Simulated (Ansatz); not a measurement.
We consider cubic perovskite CsPbBr3 (cubic high-temperature phase), described by rVV10 (Ansatz, a first-principles code, PAW).

Numerical settings: plane-wave cutoff 520 eV, 6×6×6 k mesh, Fermi–Dirac smearing 0.01 eV, scalar-relativistic PAW data made under PBE.

A third-order Birch–Murnaghan fit to the energies gives V0 = 41.879 Å³/atom, B0 = 22.0 GPa, B′ = 4.8.

```json
[
 {"V (Å³/atom)": "39.367", "P (GPa)": "(withheld)"},
 {"V (Å³/atom)": "40.205", "P (GPa)": "0.988"},
 {"V (Å³/atom)": "41.042", "P (GPa)": "0.466"},
 {"V (Å³/atom)": "41.880", "P (GPa)": "0.000"},
 {"V (Å³/atom)": "42.717", "P (GPa)": "(withheld)"},
 {"V (Å³/atom)": "43.555", "P (GPa)": "(withheld)"},
 {"V (Å³/atom)": "44.393", "P (GPa)": "(withheld)"}
]
```

Estimate the withheld pressures from this fit; the answers are the runs' own values.


- 39.367, P (GPa): 1.575
- 42.717, P (GPa): -0.416
- 43.555, P (GPa): -0.786
- 44.393, P (GPa): -1.115

The formula P = (3/2) B0 (x^(7/3) − x^(5/3)) [1 + (3/4)(B′ − 4)(x^(2/3) − 1)] with x = V0/V meets the computed pressures within 0.01 GPa when these rounded values are put in.

Note: the relaxation could not lower the start's symmetry, so the cell can be a saddle point above a distorted one.

Spin–orbit coupling is not included; it can shift volumes and moduli of such heavy elements.

Static lattice: no zero-point or thermal effects.
